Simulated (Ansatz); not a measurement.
Defect migration in beta Ga2O3: interstitial Cl, charge state -1. All values below come from PBE, PAW (plane waves to 420 eV; Ansatz, an electronic-structure program).

Cell of 120 host sites held at the relaxed PBE lattice; the Γ point alone; Fermi-Dirac width 0.01 eV, spin-restricted; finite-size errors left in. No zero-point or tunnelling terms. The charge state is imposed; whether it is stable for some Fermi level was not computed. Sites that were not tried may lie lower.

Barriers: single points on a 2×2×2 k-point mesh shifted by half a step at the bands' geometries.

Relaxed starting cell (atoms counted from 1):

```xyz
121
Lattice="12.4550 0.0000 0.0000 0.0000 9.2503 0.0000 -2.7827 0.0000 11.4204" Properties=species:S:1:pos:R:3 pbc="T T T"
Ga    -0.1556    -0.0032     4.5593
Ga    -1.3979    -0.0016    10.2566
Ga     0.1417     3.1393     4.5449
Ga    -1.4078     3.0720    10.2487
Ga     0.1419     6.1060     4.5445
Ga    -1.4081     6.1750    10.2487
Ga     4.8217     1.5382     1.1726
Ga     3.4148     1.5577     6.8808
Ga     4.8526     4.6235     1.1594
Ga     3.3003     4.6241     6.8700
Ga     4.8218     7.7086     1.1727
Ga     3.4122     7.6894     6.8805
Ga     1.5328     1.5272     1.8072
Ga     0.1553     1.5392     7.5104
Ga     1.5832     4.6235     1.7666
Ga     0.1068     4.6230     7.5432
Ga     1.5326     7.7195     1.8072
Ga     0.1546     7.7066     7.5107
Ga     3.2459    -0.0017     3.9248
Ga     1.8884    -0.0017     9.6322
Ga     3.3290     3.0857     3.8847
Ga     1.8823     3.0793     9.6383
Ga     3.3294     6.1620     3.8845
Ga     1.8819     6.1671     9.6386
O      1.8980    -0.0016     0.6157
O      0.4829    -0.0024     6.3294
O      1.8816     3.0726     0.6076
O      0.5139     3.0969     6.3580
O      1.8817     6.1744     0.6074
O      0.5135     6.1489     6.3578
O      2.9527     1.5634     5.0842
O      1.5437     1.5385    10.8036
O      2.9189     4.6240     5.0594
O      1.5470     4.6233    10.8040
O      2.9512     7.6837     5.0839
O      1.5439     7.7081    10.8037
O      1.3593    -0.0019     3.2246
O     -0.0308    -0.0018     8.9442
O      1.4535     3.1224     3.1895
O     -0.0380     3.0812     8.9489
O      1.4536     6.1242     3.1892
O     -0.0383     6.1652     8.9490
O      3.4574     1.5424     2.4735
O      2.0390     1.5421     8.2085
O      3.5001     4.6236     2.4584
O      1.9991     4.6236     8.2327
O      3.4574     7.7043     2.4733
O      2.0381     7.7040     8.2088
O      5.8277    -0.0017     1.4471
O      4.3274    -0.0026     7.2577
O      5.8321     3.0763     1.4407
O      4.3054     3.1347     7.2552
O      5.8325     6.1705     1.4413
O      4.3066     6.1139     7.2527
O     -0.7789     1.6921     3.9788
O     -2.4042     1.5332     9.9459
O     -0.9382     4.6227     4.2699
O     -2.3935     4.6234     9.9402
O     -0.7788     7.5525     3.9760
O     -2.4042     7.7139     9.9461
Ga     6.2075     1.5338     4.5226
Ga     4.8266     1.5338    10.2798
Ga     6.2557     4.6244     4.5450
Ga     4.8059     4.6232    10.2884
Ga     6.2099     7.7143     4.5235
Ga     4.8265     7.7125    10.2800
Ga    11.0537    -0.0013     1.1248
Ga     9.7583    -0.0022     6.8954
Ga    11.0807     3.0879     1.1470
Ga     9.6350     3.0831     6.8921
Ga    11.0809     6.1597     1.1470
Ga     9.6347     6.1625     6.8927
Ga     7.7641    -0.0011     1.8144
Ga     6.2763    -0.0020     7.5235
Ga     7.7705     3.0669     1.8150
Ga     6.2595     3.1219     7.5508
Ga     7.7710     6.1798     1.8157
Ga     6.2603     6.1252     7.5505
Ga     9.7295     1.5705     3.8650
Ga     8.1070     1.5330     9.6056
Ga     9.5768     4.6230     3.9094
Ga     8.1225     4.6237     9.6121
Ga     9.7288     7.6751     3.8651
Ga     8.1070     7.7142     9.6057
O      8.1417     1.5323     0.6259
O      6.3203     1.6360     6.4064
O      8.1028     4.6234     0.6496
O      6.6743     4.6231     6.3514
O      8.1407     7.7146     0.6267
O      6.3290     7.6108     6.4061
O     10.3380    -0.0039     5.0254
O      7.7514    -0.0015    10.7760
O      9.2405     3.0458     5.0735
O      7.7862     3.0916    10.7806
O      9.2410     6.1998     5.0740
O      7.7859     6.1558    10.7808
O      7.5999     1.6021     3.1677
O      6.1833     1.5412     8.9739
O      7.6453     4.6234     3.2593
O      6.1703     4.6235     8.9600
O      7.6027     7.6458     3.1701
O      6.1830     7.7054     8.9735
O      9.7082    -0.0012     2.4810
O      8.2804    -0.0025     8.1864
O      9.7237     3.0960     2.4683
O      8.2458     3.0805     8.1742
O      9.7236     6.1502     2.4680
O      8.2462     6.1648     8.1752
O     12.0698     1.5327     1.3480
O     10.6639     1.5818     7.2452
O     12.0778     4.6237     1.4562
O     10.6321     4.6228     7.1781
O     12.0699     7.7149     1.3470
O     10.6635     7.6638     7.2460
O      5.1812    -0.0020     4.1912
O      3.8194    -0.0019     9.9931
O      5.2472     3.1026     4.2047
O      3.8239     3.0771     9.9946
O      5.2478     6.1466     4.2053
O      3.8240     6.1693     9.9937
Cl     7.9622     0.0032     5.3042
```
Cell charge -1.

End state 1 differs by these moves (Å; atoms that move under 0.08 Å are left out):

```csv
atom,element,Δx,Δy,Δz
1,Ga,0.18,-0.02,-0.02
3,Ga,-0.12,-0.04,-0.01
8,Ga,0.18,-0.02,-0.02
12,Ga,-0.12,-0.04,-0.01
50,O,-0.11,-0.15,0.18
52,O,-0.09,0.10,0.19
54,O,0.07,0.05,-0.10
55,O,-0.11,-0.15,0.18
57,O,0.07,0.05,-0.10
59,O,-0.09,0.10,0.19
74,Ga,-0.11,-0.03,0.03
76,Ga,-0.10,-0.01,0.00
79,Ga,-0.11,-0.03,0.03
83,Ga,-0.10,-0.01,0.00
86,O,-0.77,-0.09,-0.01
90,O,0.32,0.13,-0.06
91,O,-0.77,-0.09,-0.01
93,O,0.32,0.13,-0.06
97,O,0.01,-0.06,0.07
101,O,0.04,0.06,0.08
104,O,0.01,-0.06,0.07
106,O,0.04,0.06,0.08
121,Cl,-0.03,1.53,0.81
```

Estimate the forward and backward barriers to end state 1 that PBE, PAW returns for this input.

forward 0.17 eV, backward 0.17 eV; at the saddle point atom 121 has neighbours 2 Ga at 2.34, Ga at 2.65, Ga at 2.66; 2 O at 2.49, 2 O at 2.71, O at 2.79, O at 2.79 Å. The saddle point's order was not checked, and it lies on a symmetry element of the cell, where a band can be held.
